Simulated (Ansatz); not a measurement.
The parent structure is CaF2 in the fluorite structure (space group Fm-3m, No. 225; a = 5.4391 Å).

Method: r2SCAN, PAW, 500 eV (Ansatz, a quantum-chemistry and plane-wave program; without spin-orbit coupling).

Before the change:

The valley order comes out as Γ 8.03 eV; X along ⟨100⟩ 8.79 eV and the electron mass is 0.56 mₑ (at Γ). The pressure is 0.0 kbar.

The change: the cell is scaled by 0.9485 in all directions, atoms relaxed at fixed cell.

Problem. What happens to the valley order, electron mass, energy relative to the base and pressure?

Solution. The valley order (the lowest conduction-band minima on the path, energy above the VBM, named in the base's zone) goes from Γ 8.03 eV; X along ⟨100⟩ 8.79 eV to Γ 9.04 eV; X along ⟨100⟩ 9.23 eV; the electron mass goes from 0.56 mₑ (at Γ) to 0.57 mₑ (at Γ); the energy rises by 108 meV/atom; the pressure goes from zero to 203.0 kbar.

The levels and masses belong to the bands next to the band gap. The cells carry an imposed strain or load. Masses are band curvatures over ±0.01 Å⁻¹ around the edge. Stability against distortions was not tested.
